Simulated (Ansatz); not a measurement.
**ZrGeS (P4/nmm, No. 129, 6 atoms in the cell; start mp-4997)**

Method: LDA (Ansatz, a program for electronic structure, plane waves, PAW).

Settings: plane-wave cutoff 520 eV, 16×16×8 k mesh (along the axes of the cell as run), Fermi–Dirac smearing 0.05 eV, scalar-relativistic PAW data made under PBE.

Cell (relaxed at this level):

```
ZrGeS
1.0
    3.57567     0.00000     0.00000
    0.00000     3.57567     0.00000
    0.00000     0.00000     7.93332
Zr Ge S
2 2 2
Direct
  0.00000   0.50000   0.72349
  0.50000   0.00000   0.27651
  0.50000   0.50000   0.00000
  0.00000   0.00000   0.00000
  0.00000   0.50000   0.37982
  0.50000   0.00000   0.62018
```

For ZrGeS (P4/nmm, No. 129, 6 atoms in the cell; start mp-4997), the band gap comes out as none and the bulk modulus is 139 GPa.

Note: the relaxation could not lower the start's symmetry, so the cell can be a saddle point above a distorted one; the bulk modulus is −V dP/dV from two relaxed cells at ±2 % in volume.

Spin–orbit coupling is not included.

A start named mp-… is a Materials Project structure, which need not be a measured phase.
